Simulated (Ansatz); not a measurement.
Data:

```yaml
crystal:
  lattice:
    - [4.28294, 0.00000, 0.00000]
    - [-2.14147, 3.70913, 0.00000]
    - [0.00000, 0.00000, 6.99234]
  atoms:
    - { symbol: Cd, position: [0.33333, 0.66667, 0.99970] }
    - { symbol: Cd, position: [0.66667, 0.33333, 0.49970] }
    - { symbol: Se, position: [0.33333, 0.66667, 0.37530] }
    - { symbol: Se, position: [0.66667, 0.33333, 0.87530] }
```

These are PBE with spin-orbit coupling, rigid bands (plane waves, PAW; Ansatz, a program for electronic structure) values and carry that method's errors. Condition of this run: hydrostatic pressure of 0.7 GPa (compression positive) (the target of the relaxation). Cell: cell and atoms relaxed with PBEsol, then loaded as said.

Q: Predict the electron conductivity mass (n e² τ/σ) at 300 K, by direction if it differs.

A: 0.079 (x), 0.079 (y), 0.074 (z) mₑ.

Q: Predict the hole conductivity mass (n e² τ/σ) at 300 K, by direction if it differs.

A: 0.86 (x), 0.86 (y), 1.14 (z) mₑ.

Q: And the band gap?

A: 0.58 eV at this level; semilocal functionals usually fall short of the measured gap.

Rigid bands, one relaxation time for all states, no polarons. Geometry: cell and atoms relaxed with PBEsol.
